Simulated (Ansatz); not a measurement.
**Pressure series in BaTiO3**

The reference is BaTiO3 in the cubic perovskite structure (space group Pm-3m, No. 221; a = 3.994 Å).

Cell and atoms are relaxed at each pressure.

Level of theory: r2SCAN (Ansatz, a first-principles code), spin-orbit coupling left out.

**Question.** Only one of these has a direct gap. Which?
(A) pressure 15 GPa
(B) pressure 7 GPa
(C) pressure 50 GPa

**Answer.** C, pressure 50 GPa. Computed: pressure 50 GPa: direct at Γ; pressure 15 GPa: indirect, R → Γ; pressure 7 GPa: indirect, R → Γ

Load acts through the strain it causes; cell and atoms are relaxed under it. Stability against distortions was not tested. Competing high-pressure phases were not computed. The final runs are not spin-polarised. Many cubic perovskites are stable only at high temperature; tilts and polar distortions were not tested. This is not the structure that BaTiO3 has at room temperature and ambient pressure.
